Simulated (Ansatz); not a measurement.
Here is the system:

```xyz
9
Lattice="4.6243 0.0000 0.0000 -2.3122 4.0048 0.0000 0.0000 0.0000 5.2323" Properties=species:S:1:pos:R:3 pbc="T T T"
Si     2.0633     0.0000     4.3602
Si    -1.0317     1.7869     0.8720
Si     1.2805     2.2179     2.6161
O      1.1252     1.2172     3.8798
O      3.0076     0.3659     0.3916
O      2.8036     2.4217     2.1357
O     -1.1869     2.7876     4.8407
O      0.4915     1.5831     1.3525
O      0.6955     3.6389     3.0966
```

No spin polarisation.

The values are results of Kohn–Sham DFT with the PBEsol functional, run in Ansatz (a quantum-chemistry and plane-wave program) with PAW and 420 eV plane waves, spin-orbit coupling left out, not measurements. k-mesh 8×8×6 (Γ-centred); smearing 0.05 eV (Fermi–Dirac).

Problem. Predict the electron mass, gap character and band gap.

Solution. 
```json
{
  "electron_mass": "0.46 mₑ (at Γ)",
  "gap_character": "indirect, M → Γ",
  "band_gap": "6.23 eV"
}
```

Load acts through the strain it causes; cell and atoms are relaxed under it. Effective masses come from finite differences of ±0.01 Å⁻¹. Stability against distortions was not tested. Competing high-pressure phases were not computed. The cell was made from SiO₂ (space group P3_121, No. 152) by this change: pressure 9 GPa.
